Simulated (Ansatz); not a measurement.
We consider GaSb (Immm, No. 71, 2 atoms in the cell; start mp-684664; a measured phase of this formula has another space group), described by LDA (PAW; Ansatz, a program for electronic structure).

Settings: plane-wave cutoff 520 eV, 20×20×20 k mesh, Fermi–Dirac smearing 0.05 eV, scalar-relativistic PAW data made under PBE.

Cell (relaxed at this level):

```yaml
crystal:
  lattice:
    - [-1.57464, 2.50881, 2.80248]
    - [1.57464, -2.50881, 2.80248]
    - [1.57464, 2.50881, -2.80248]
  atoms:
    - { symbol: Ga, position: [0.00000, 0.00000, 0.00000] }
    - { symbol: Sb, position: [0.50000, 0.50000, 0.00000] }
```

### Question
Give the computed bulk modulus B0.

### Answer

- bulk modulus B0 = 66.4 GPa

The run finds no gap.

Note: the bulk modulus is −V dP/dV from two relaxed cells at ±2 % in volume; the relaxation could not lower the start's symmetry, so the cell can be a saddle point above a distorted one.

Spin–orbit coupling is not included; it can open a gap where bands touch, and shift volumes and moduli.

A start named mp-… is a Materials Project structure, which need not be a measured phase.
